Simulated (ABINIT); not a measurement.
Worked example: self-consistent single point of MgNiF6 (R-3, 8 atoms in the cell) in ABINIT.

Method: PBEsol, PAW (JTH v2.0 PBE PAW, files made for PBE) (plane waves; ABINIT 10.0.3).

```xyz
8
Lattice="2.4015 1.3865 4.3571 -2.4015 1.3865 4.3571 0.0000 -2.7730 4.3571" Properties=species:S:1:pos:R:3 pbc="T T T"
Mg     0.0000     0.0000     6.5356
Ni     0.0000     0.0000     0.0000
F     -0.9519     1.3228     5.3875
F      0.9519    -1.3228     7.6838
F     -0.6696    -1.4858     5.3875
F      0.6696     1.4858     7.6838
F      1.6215     0.1630     5.3875
F     -1.6215    -0.1630     7.6838
```

Reference input (self-consistent single point, DFT, LDA (PW92), plane waves, PAW (JTH v2.0 LDA PAW)): pseudos = [Mg.LDA_PW-JTH.xml, Ni.LDA_PW-JTH.xml, F.LDA_PW-JTH.xml]; ecut = 30 Ha; pawecutdg = 60 Ha; pawxcdev = 0; occopt = 3; tsmear = 0.00499791 Ha; ngkpt = 6 6 6; nshiftk = 1; shiftk = 0 0 0; potentials = JTH v2.0 LDA PAW; nband = 45; kptopt = 1. This run's input differs from it in these lines:

```diff
@@ -1,4 +1,4 @@
-# MgNiF6, JTH v2.0 LDA PAW
+# MgNiF6, JTH v2.0 PBE PAW
 pp_dirpath "./"
-pseudos "Mg.LDA_PW-JTH.xml, Ni.LDA_PW-JTH.xml, F.LDA_PW-JTH.xml"
+pseudos "Mg.GGA_PBE-JTH.xml, Ni.GGA_PBE-JTH.xml, F.GGA_PBE-JTH.xml"
 acell 9.7597700205 9.7597700205 9.7597700205
@@ -24,2 +24,3 @@
 pawxcdev 0
+ixc -116133
 occopt 3
```

Its files differ too (potentials: JTH v2.0 LDA PAW → JTH v2.0 PBE PAW).

The program printed (abridged):

```
--- !BeginCycle
solver: {iscf: 17, nstep: 60, nline: 4, wfoptalg: 10, }
tolerances: {tolvrs: 1.00E-10, }
...

     iter   Etot(hartree)      deltaE(h)  residm     nres2
 ETOT  1  -375.36810507826    -3.754E+02 1.963E+01 1.464E+02
 ETOT  2  -380.86660203560    -5.498E+00 4.566E-02 9.278E+02
 ETOT  3  -380.24618498124     6.204E-01 6.426E-02 2.827E+01
 ETOT  4  -380.25188232839    -5.697E-03 2.760E-02 1.912E+01
 ETOT  5  -380.24716545442     4.717E-03 7.380E-03 8.895E+00
   [... 10 lines left out ...]
 ETOT 16  -380.24328143239    -2.387E-11 3.367E-04 1.038E-08
 ETOT 17  -380.24328143241    -1.222E-11 1.574E-04 2.593E-09
 ETOT 18  -380.24328143241    -7.731E-12 1.971E-04 1.627E-10
 ETOT 19  -380.24328143241     6.196E-12 1.324E-04 2.043E-11
 At SCF step   19       nres2   =  2.04E-11 < tolvrs=  1.00E-10 =>converged.

 Cartesian components of stress tensor (hartree/bohr^3)
  sigma(1 1)=  2.50940682E-05  sigma(3 2)= -5.45122975E-13
  sigma(2 2)=  2.50940702E-05  sigma(3 1)=  0.00000000E+00
  sigma(3 3)=  3.40377736E-05  sigma(2 1)=  0.00000000E+00

 ----iterations are completed or convergence reached----

 reduced coordinates (array xred) for    8 atoms
       0.499999999981      0.499999999981      0.500000000074
      -0.000000000019     -0.000000000019      0.000000000074
       0.372969999981      0.769366999956      0.094150000092
       0.627029999981      0.230633000006      0.905850000056
       0.094149999999      0.372969999981      0.769367000049
       0.905849999962      0.627029999981      0.230633000099
   [... lines left out ...]
 Fermi (or HOMO) energy (hartree) =   0.02061   Average Vxc (hartree)=  -0.36815
   [... lines left out ...]
'-kT*entropy'       : -6.12763352322031E-04
total_energy        : -3.80243280611667E+02
total_energy_eV     : -1.03469458689098E+04
...

-Cartesian components of stress tensor (GPa)         [Pressure= -8.2600E-01 GPa]
- sigma(1 1)=  7.38292851E-01  sigma(3 2)= -1.60380689E-08
- sigma(2 2)=  7.38292910E-01  sigma(3 1)=  0.00000000E+00
- sigma(3 3)=  1.00142570E+00  sigma(2 1)=  0.00000000E+00

 Calculation completed.
```

The run converged in 19 iterations. Against the reference run the pressure goes from -6.84 to -0.83 GPa, the largest force goes from 0.159 to 0.078 eV/Å and the gap on the mesh goes from 1.299 to 1.389 eV.

The starting cell comes from a database of computed structures (which also holds hypothetical and non-ambient phases and stackings), without a prior relaxation at this level. The potentials were made for another functional than the one used.

Cost on one core of a shared machine: roughly 7 min.
